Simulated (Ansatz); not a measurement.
Subject: the energy change from cell B to cell A (F taken out, in a slab cell with 16 atoms a plane). Reaction: cell B → cell A + F (atom). A negative value means that the right-hand side lies lower.

Cell A: a slab of LiF (rock salt, Fm-3m) cut along (100), 93 atoms, square cell of 8.14 Å (66.2 Å²), symmetry Cm within 0.02 Å, 10.4 Å thick under 16 Å of vacuum, in-plane vectors held at the crystal's; planes from bottom to top: Li8F8 × 4 | Li7AlF8 | Li6F7, its two faces unlike (dipole correction applied); F + 2 Li missing from the crystal's sites; added, foreign or displaced atoms, within the planes: Al bound to 5 F at 1.86–1.92 Å; spin state with PBE: net moment 1.0 μB a cell, k-point mesh 3×3×1.
```yaml
crystal:
  lattice:
    - [8.13636, 0.00000, 0.00000]
    - [0.00000, 8.13636, 0.00000]
    - [0.00000, 0.00000, 26.17045]
  atoms:
    - { symbol: Li, position: [0.99979, 0.99979, 0.30561] }
    - { symbol: F, position: [0.25013, 0.99980, 0.30337] }
    - { symbol: Li, position: [0.99949, 0.25074, 0.38115] }
    - { symbol: F, position: [0.24947, 0.24947, 0.38192] }
    - { symbol: Li, position: [0.25074, 0.99949, 0.38115] }
    - { symbol: F, position: [0.99962, 0.99962, 0.38139] }
    - { symbol: Li, position: [0.25022, 0.25022, 0.30610] }
    - { symbol: F, position: [0.99980, 0.25013, 0.30337] }
    - { symbol: Li, position: [0.99956, 0.99956, 0.45600] }
    - { symbol: F, position: [0.24691, 0.99896, 0.45970] }
    - { symbol: Li, position: [0.00194, 0.26058, 0.53525] }
    - { symbol: F, position: [0.24950, 0.24950, 0.53473] }
    - { symbol: Li, position: [0.26058, 0.00194, 0.53525] }
    - { symbol: F, position: [0.00102, 0.00102, 0.54599] }
    - { symbol: Li, position: [0.25190, 0.25190, 0.45983] }
    - { symbol: F, position: [0.99896, 0.24691, 0.45970] }
    - { symbol: Al, position: [0.00552, 0.00552, 0.61932] }
    - { symbol: F, position: [0.23364, 0.00380, 0.61250] }
    - { symbol: F, position: [0.28152, 0.28152, 0.69824] }
    - { symbol: Li, position: [0.25925, 0.25925, 0.62925] }
    - { symbol: F, position: [0.00380, 0.23364, 0.61250] }
    - { symbol: Li, position: [0.99978, 0.49993, 0.30603] }
    - { symbol: F, position: [0.25002, 0.49992, 0.30358] }
    - { symbol: Li, position: [0.99980, 0.74901, 0.38115] }
    - { symbol: F, position: [0.24945, 0.75023, 0.38192] }
    - { symbol: Li, position: [0.25061, 0.50026, 0.38175] }
    - { symbol: F, position: [0.99966, 0.50009, 0.38213] }
    - { symbol: Li, position: [0.25027, 0.74952, 0.30607] }
    - { symbol: F, position: [0.99979, 0.74961, 0.30337] }
    - { symbol: Li, position: [0.99981, 0.50023, 0.45943] }
    - { symbol: F, position: [0.24892, 0.50061, 0.45912] }
    - { symbol: Li, position: [0.00006, 0.73873, 0.53650] }
    - { symbol: F, position: [0.24962, 0.75003, 0.53723] }
    - { symbol: Li, position: [0.25307, 0.49711, 0.53967] }
    - { symbol: F, position: [0.99953, 0.49956, 0.53800] }
    - { symbol: Li, position: [0.25156, 0.74793, 0.46056] }
    - { symbol: F, position: [0.99966, 0.75278, 0.46029] }
    - { symbol: Li, position: [0.99912, 0.48310, 0.62206] }
    - { symbol: F, position: [0.24541, 0.49767, 0.61523] }
    - { symbol: Li, position: [0.00907, 0.74080, 0.69862] }
    - { symbol: F, position: [0.24424, 0.72685, 0.69573] }
    - { symbol: Li, position: [0.22485, 0.49376, 0.70123] }
    - { symbol: F, position: [0.98985, 0.51417, 0.69356] }
    - { symbol: Li, position: [0.25665, 0.73571, 0.62201] }
    - { symbol: F, position: [0.00435, 0.77188, 0.61358] }
    - { symbol: Li, position: [0.49993, 0.99978, 0.30603] }
    - { symbol: F, position: [0.74961, 0.99979, 0.30337] }
    - { symbol: Li, position: [0.50026, 0.25061, 0.38175] }
    - { symbol: F, position: [0.75023, 0.24945, 0.38192] }
    - { symbol: Li, position: [0.74901, 0.99980, 0.38115] }
    - { symbol: F, position: [0.50009, 0.99966, 0.38213] }
    - { symbol: Li, position: [0.74952, 0.25027, 0.30607] }
    - { symbol: F, position: [0.49992, 0.25002, 0.30358] }
    - { symbol: Li, position: [0.50023, 0.99981, 0.45943] }
    - { symbol: F, position: [0.75278, 0.99966, 0.46029] }
    - { symbol: Li, position: [0.49711, 0.25307, 0.53967] }
    - { symbol: F, position: [0.75003, 0.24962, 0.53723] }
    - { symbol: Li, position: [0.73873, 0.00006, 0.53650] }
    - { symbol: F, position: [0.49956, 0.99953, 0.53800] }
    - { symbol: Li, position: [0.74793, 0.25156, 0.46056] }
    - { symbol: F, position: [0.50061, 0.24892, 0.45912] }
    - { symbol: Li, position: [0.48310, 0.99912, 0.62206] }
    - { symbol: F, position: [0.77188, 0.00435, 0.61358] }
    - { symbol: Li, position: [0.49376, 0.22485, 0.70123] }
    - { symbol: F, position: [0.72685, 0.24424, 0.69573] }
    - { symbol: Li, position: [0.74080, 0.00907, 0.69862] }
    - { symbol: F, position: [0.51417, 0.98985, 0.69356] }
    - { symbol: Li, position: [0.73571, 0.25665, 0.62201] }
    - { symbol: F, position: [0.49767, 0.24541, 0.61523] }
    - { symbol: Li, position: [0.49995, 0.49995, 0.30611] }
    - { symbol: F, position: [0.74972, 0.49997, 0.30359] }
    - { symbol: Li, position: [0.50002, 0.74916, 0.38184] }
    - { symbol: F, position: [0.75035, 0.75035, 0.38207] }
    - { symbol: Li, position: [0.74916, 0.50002, 0.38184] }
    - { symbol: F, position: [0.50006, 0.50006, 0.38204] }
    - { symbol: Li, position: [0.74951, 0.74951, 0.30609] }
    - { symbol: F, position: [0.49997, 0.74972, 0.30359] }
    - { symbol: Li, position: [0.50001, 0.50001, 0.46084] }
    - { symbol: F, position: [0.75079, 0.50020, 0.45955] }
    - { symbol: Li, position: [0.50001, 0.74708, 0.53974] }
    - { symbol: F, position: [0.75072, 0.75072, 0.53761] }
    - { symbol: Li, position: [0.74708, 0.50001, 0.53974] }
    - { symbol: F, position: [0.50024, 0.50024, 0.53761] }
    - { symbol: Li, position: [0.74842, 0.74842, 0.46069] }
    - { symbol: F, position: [0.50020, 0.75079, 0.45955] }
    - { symbol: Li, position: [0.49902, 0.49902, 0.62499] }
    - { symbol: F, position: [0.75453, 0.49810, 0.61604] }
    - { symbol: Li, position: [0.47755, 0.75823, 0.69927] }
    - { symbol: F, position: [0.77928, 0.77928, 0.69721] }
    - { symbol: Li, position: [0.75823, 0.47755, 0.69927] }
    - { symbol: F, position: [0.52954, 0.52954, 0.69669] }
    - { symbol: Li, position: [0.73954, 0.73954, 0.62504] }
    - { symbol: F, position: [0.49810, 0.75453, 0.61604] }
```

Cell B: a slab of LiF (rock salt, Fm-3m) cut along (100), 94 atoms, square cell of 8.14 Å (66.2 Å²), symmetry Cm within 0.02 Å, 10.4 Å thick under 16 Å of vacuum, in-plane vectors held at the crystal's; planes from bottom to top: Li8F8 × 4 | Li7AlF8 | Li6F8, its two faces unlike (dipole correction applied); 2 Li missing from the crystal's sites; added, foreign or displaced atoms, within the planes: Al bound to 6 F at 1.76–1.90 Å; spin state with PBE: run without spin, k-point mesh 3×3×1.
```xyz
94
Lattice="8.1364 0.0000 0.0000 0.0000 8.1364 0.0000 0.0000 0.0000 26.1705" Properties=species:S:1:pos:R:3 pbc="T T T"
Li    -0.0025    -0.0025     8.0080
F      2.0340    -0.0022     7.9461
Li    -0.0045     2.0409     9.9819
F      2.0296     2.0296    10.0016
Li     2.0409    -0.0045     9.9819
F     -0.0042    -0.0042     9.9888
Li     2.0346     2.0346     8.0188
F     -0.0022     2.0340     7.9461
Li    -0.0034    -0.0034    11.9367
F      2.0098    -0.0085    12.0301
Li     0.0153     2.1174    14.0118
F      2.0247     2.0247    13.9990
Li     2.1174     0.0153    14.0118
F      0.0155     0.0155    14.2735
Li     2.0474     2.0474    12.0353
F     -0.0085     2.0098    12.0301
Al     0.0367     0.0367    16.1771
F      1.8598     0.0328    16.0553
F      2.2691     2.2691    18.2452
F     -0.0713    -0.0713    17.9283
Li     2.1093     2.1093    16.4573
F      0.0328     1.8598    16.0553
Li    -0.0024     4.0669     8.0159
F      2.0324     4.0667     7.9508
Li    -0.0028     6.0920     9.9828
F      2.0289     6.1030    10.0028
Li     2.0376     4.0691     9.9975
F     -0.0032     4.0684    10.0066
Li     2.0346     6.0981     8.0189
F     -0.0021     6.0986     7.9452
Li    -0.0026     4.0683    12.0292
F      2.0257     4.0721    12.0206
Li     0.0056     6.0023    14.0427
F      2.0254     6.1084    14.0590
Li     2.0499     4.0443    14.1226
F     -0.0048     4.0599    14.0738
Li     2.0452     6.0861    12.0533
F     -0.0046     6.1228    12.0488
Li     0.0053     3.9106    16.3370
F      1.9862     4.0478    16.0802
Li     0.0794     6.1027    18.3091
F      2.0311     5.9367    18.1868
Li     1.9091     4.0367    18.3589
F     -0.0496     4.2331    18.1637
Li     2.1056     5.9765    16.2992
F      0.0327     6.3242    16.0591
Li     4.0669    -0.0024     8.0159
F      6.0986    -0.0021     7.9452
Li     4.0691     2.0376     9.9975
F      6.1030     2.0289    10.0028
Li     6.0920    -0.0028     9.9828
F      4.0684    -0.0032    10.0066
Li     6.0981     2.0346     8.0189
F      4.0667     2.0324     7.9508
Li     4.0683    -0.0026    12.0292
F      6.1228    -0.0046    12.0488
Li     4.0443     2.0499    14.1226
F      6.1084     2.0254    14.0590
Li     6.0023     0.0056    14.0427
F      4.0599    -0.0048    14.0738
Li     6.0861     2.0452    12.0533
F      4.0721     2.0257    12.0206
Li     3.9106     0.0053    16.3370
F      6.3242     0.0327    16.0591
Li     4.0367     1.9091    18.3589
F      5.9367     2.0311    18.1868
Li     6.1027     0.0794    18.3091
F      4.2331    -0.0496    18.1637
Li     5.9765     2.1056    16.2992
F      4.0478     1.9862    16.0802
Li     4.0669     4.0669     8.0219
F      6.1003     4.0667     7.9515
Li     4.0678     6.0953    10.0001
F      6.1042     6.1042    10.0054
Li     6.0953     4.0678    10.0001
F      4.0678     4.0678    10.0056
Li     6.0982     6.0982     8.0197
F      4.0667     6.1003     7.9515
Li     4.0678     4.0678    12.0632
F      6.1073     4.0701    12.0311
Li     4.0600     6.0840    14.1280
F      6.1118     6.1118    14.0817
Li     6.0840     4.0600    14.1280
F      4.0702     4.0702    14.0765
Li     6.0894     6.0894    12.0596
F      4.0701     6.1073    12.0311
Li     4.0452     4.0452    16.3264
F      6.1504     4.0517    16.1113
Li     3.9903     6.1618    18.2818
F      6.1798     6.1798    18.2092
Li     6.1618     3.9903    18.2818
F      4.2174     4.2174    18.2065
Li     6.0127     6.0127    16.3086
F      4.0517     6.1504    16.1113
```

Reference: an isolated F atom (doublet) in a box of 11 × 11 × 12 Å.

Computed with Ansatz (plane waves, PAW), its default PAW set, cutoff 420 eV, 500 eV for r2SCAN. The structures are at rest with PBE, within the held lattices; other levels are single points on them. HSE06 runs on coarser k-point meshes, mended by the PBE difference between the two meshes. Neutral cells; Fermi-Dirac smearing of at most 0.05 eV in the solids, energies taken to zero width. The lattices are those relaxed with PBE, so at other levels the solids can be strained, which adds to the spread. Larger cells are relaxed from a start prepared with the learned potential CHGNet, on a coarser mesh till forces fall under 0.03 eV/Å, which some starts already meet. A dispersion term (D3(BJ), or D4 for r2SCAN) was computed beside these levels and is taken off wherever the name lacks it. Static lattices, no vibrational contributions. The structures are the rest points that the relaxations reached, not proven lowest. No search over spin orders was made beyond those shown. No correction for cell size. Cell A has symmetry Cm within 0.02 Å and got no random move, so less symmetric positions, which may lie lower, weren't tried. Cell B has symmetry Cm within 0.02 Å and got no random move, so less symmetric positions, which may lie lower, weren't tried.

Problem. Estimate the value that r2SCAN returns for this input.

Solution. 7.86 eV, for cell B → cell A + F (atom).

Problem. List the value at the remaining levels and say how far they part.

Solution. 
| Level | value (eV) | less r2SCAN |
|---|---|---|
| PBE | 7.64 | -0.22 |
| HSE06 | 7.60 | -0.26 |

The levels shown span 0.26 eV, from HSE06 (7.60) to r2SCAN (7.86).

Ansatz is a quantum-chemistry and plane-wave program.
